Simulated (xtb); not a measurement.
xtb 6.7.1, GFN2-xTB: C[N]B(N(C)C)N(C)C, charge -1, multiplicity 1, 24 atoms. The geometry is a generated start, not checked to be a minimum at this level.

```json
{
 "run_flags": "--grad",
 "method": "GFN2-xTB",
 "--acc": "1 (default)",
 "--etemp (K)": "300 (default)",
 "basis_functions": "51",
 "valence_electrons": "54"
}
```

```xyz
24

C      0.5839    -2.1444    -1.7148
N     -0.3458    -1.2650    -1.1189
B     -0.1663    -0.2369    -0.2692
N     -1.3576     0.6272     0.1005
C     -1.6425     0.8007     1.4947
C     -2.5568     0.4146    -0.6540
N      1.0787     0.2806     0.4231
C      2.2514    -0.5103     0.6048
C      1.3594     1.6803     0.4479
H      0.6963    -3.0943    -1.1409
H      0.2230    -2.4469    -2.7222
H      1.6228    -1.7564    -1.8691
H     -2.2117    -0.0488     1.9321
H     -2.2510     1.7097     1.6628
H     -0.7104     0.8995     2.0455
H     -3.2173     1.2972    -0.5937
H     -3.1407    -0.4577    -0.3106
H     -2.2771     0.2371    -1.6855
H      3.0415    -0.3083    -0.1507
H      2.7123    -0.3150     1.5957
H      1.9905    -1.5647     0.5537
H      0.4468     2.2254     0.2226
H      1.7363     2.0039     1.4385
H      2.1344     1.9725    -0.2924
```

Charge -1 and multiplicity 1 are set for this test and not shown to be the ground state.

One run each on 1 thread. Values of broydamp tried: 0.02, 0.05, 0.1, 0.2, 0.4 (default), 0.6, 0.8, 1.

Q: Predict the course of the SCC iterations along this series.

A: Fewest SCC iterations, within one of each other: 0.4 (default) with 11, 0.6 with 11. The count rises to 21 at 0.02. All converge to one solution.

```csv
broydamp,SCC iterations,end
0.02,21,same solution
0.05,19,same solution
0.1,16,same solution
0.2,13,same solution
0.4 (default),11,same solution
0.6,11,same solution
0.8,13,same solution
1,13,same solution
```
